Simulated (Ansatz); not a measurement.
Ansatz (a quantum-chemistry and plane-wave program) run on CaGe₂Pd₂ (I4mm, 5 atoms in the cell): self-consistent single point.

Method: PBEsol, harder PAW files (source: ansatz) made with PBE (plane waves; Ansatz).

```yaml
crystal:
  lattice:
    - [-2.14381, 2.14381, 5.03078]
    - [2.14381, -2.14381, 5.03078]
    - [2.14381, 2.14381, -5.03078]
  atoms:
    - { symbol: Ca, position: [0.00497, 0.00497, 0.00000] }
    - { symbol: Ge, position: [0.37621, 0.37621, 0.00000] }
    - { symbol: Ge, position: [0.62379, 0.62379, 0.00000] }
    - { symbol: Pd, position: [0.75000, 0.25000, 0.50000] }
    - { symbol: Pd, position: [0.25000, 0.75000, 0.50000] }
```

Reference input (self-consistent single point, DFT, PBEsol, plane waves, default PAW files made with PBE): basis.ecutwfc = 420 eV; kpoints.mp_grid.grid = 6 6 6; hamiltonian.xc = pbesol; hamiltonian.pseudopotentials = {kind: paw} (the program's default PAW files); scf.occupations.method = gaussian; scf.occupations.width = 0.1 eV. This run's input differs from it in these lines:

Ansatz 0.2 input:
```diff
@@ -12,3 +12,3 @@
 basis:
-  ecutwfc: 420.0
+  ecutwfc: 985.0
 kpoints:
@@ -17,3 +17,3 @@
   xc: pbesol
-  pseudopotentials: { kind: paw }
+  pseudopotentials: { kind: paw, source: ansatz }
 scf:
```

Log, with long lists cut:

```
SCF iter   1: F=—  HF=-24151.609391 eV  |F-HF|=—  |Δ(HF+E_count)|=         —  Δρ=4.36e-1  dr2=3.81e2  ethr=3.10e-3  ⟨swp⟩=13.0  Hψ=7573  notcnv=0
all-band conjugate gradients solve this SCF's bands
preconditioner: auto → Kerker (q_TF=auto, 2.629 Å⁻¹)
SCF iter   2: F=—  HF=-24132.912480 eV  |F-HF|=—  |Δ(HF+E_count)|=    1.87e1  Δρ=1.55e-1  dr2=3.48e1  ethr=3.10e-3  ⟨swp⟩=6.1  Hψ=3719  notcnv=0  defer=48
   [... lines left out ...]
SCF iter   9: F=—  HF=-24128.274628 eV  |F-HF|=—  |Δ(HF+E_count)|=   4.30e-4  Δρ=3.91e-4  dr2=3.13e-4  ethr=2.48e-6  ⟨swp⟩=2.2  Hψ=1794  notcnv=0  defer=53
SCF iter  10: F=—  HF=-24128.274550 eV  |F-HF|=—  |Δ(HF+E_count)|=   7.81e-5  Δρ=7.81e-5  dr2=5.13e-6  ethr=4.23e-7  ⟨swp⟩=2.1  Hψ=2186  notcnv=0  defer=53
SCF iter  11: F=—  HF=-24128.274841 eV  |F-HF|=—  |Δ(HF+E_count)|=   2.92e-4  Δρ=1.80e-5  dr2=3.66e-7  ethr=6.94e-9  ⟨swp⟩=2.7  Hψ=2767  notcnv=0  defer=53
SCF iter  12: F=-24128.274841 eV  HF=-24128.274841 eV  |F-HF|=1.11e-8  |Δ(HF+E_count)|=   1.18e-9  Δρ=5.37e-6  dr2=3.79e-8  ethr=1.35e-10  ⟨swp⟩=16.4  Hψ=9101  notcnv=0
SCF 1 converged in 12 iterations: F = -24128.274841 eV  dr2 = 3.79e-8
Free energy (F): -24128.274841 eV
Internal energy: -24128.259774 eV  (E = F + TS)
E sigma→0 (E₀):  -24128.267307 eV
Entropy (-TS):   -0.015067 eV (-3.013 meV/atom)
Fermi energy:    13.723996 eV
--- Forces (eV/Å), atoms counted from 1 ---
  atom   1  Ca     0.00000000     0.00000000    -0.16727609
  atom   2  Ge    -0.00000000    -0.00000000    -0.07409723
  atom   3  Ge     0.00000000     0.00000000     0.13338058
  atom   4  Pd     0.00000000    -0.00000000     0.05400117
  atom   5  Pd    -0.00000000     0.00000000     0.05400117
--- Stress (GPa, compression-positive) ---
       -0.845923       0.000000      -0.000000
        0.000000      -0.845923       0.000000
       -0.000000       0.000000      -0.056439
  P = ⅓ Tr σ = -0.5828 GPa (-5.828 kbar)
  The stress holds the Pulay correction. Without it, at fixed plane waves, as pw.x and ABINIT print it: P = -0.5862 GPa
```

The run converged in 12 iterations. Against the reference run the pressure moves little (-0.61 to -0.58 GPa) and the largest force stays at 0.167 eV/Å.

The starting cell comes from a database of computed structures (which also holds hypothetical and non-ambient phases and stackings), without a prior relaxation at this level. Its lattice was rescaled by up to half a per cent. One atom was moved a little off its site on purpose. Spin polarisation is off. Ansatz's pressure includes its estimate of the finite-basis (Pulay) stress.

Cost on one core of a shared machine: roughly 50 s.
